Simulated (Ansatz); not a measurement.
The starting structures come from a database of crystals and need not be the phases stable at ambient conditions.

Inside the gap of an insulator the Bloch states are evanescent, with a wavenumber k + iκ along the transport direction.

Here is the system:

```
CELL_PARAMETERS angstrom
      6.01086     0.00000     0.00000
      0.00000     6.01086     0.00000
      3.00543    -3.00543     4.25032
ATOMIC_POSITIONS crystal
  Ba 0.25000 0.25000 0.50000
  Ba 0.75000 0.75000 0.50000
  Ca 0.00000 0.00000 0.00000
  Mo 0.50000 0.50000 0.00000
  O  0.27024 0.72976 0.45952
  O  0.72976 0.27024 0.54048
  O  0.72976 0.72976 0.00000
  O  0.27024 0.27024 0.00000
  O  0.27024 0.72976 0.00000
  O  0.72976 0.27024 0.00000
```

Space group of this cell: Fm-3m. The cell is taken as given; by r2SCAN its mean pressure is -5.9 GPa.

Transport runs along the normal of the first two printed cell vectors, the (001) plane of the conventional cell.

No gap correction and no spin-orbit coupling; mid-gap values are interpolated between computed energies.

### Question
Estimate the band gap and the smallest decay constant κ at mid-gap that r2SCAN (Ansatz, a program for electronic structure) returns for this system.

### Answer
Gap 2.33 eV on a 8×8×8 mesh; κ = 0.316 1/Å, at the zone centre.
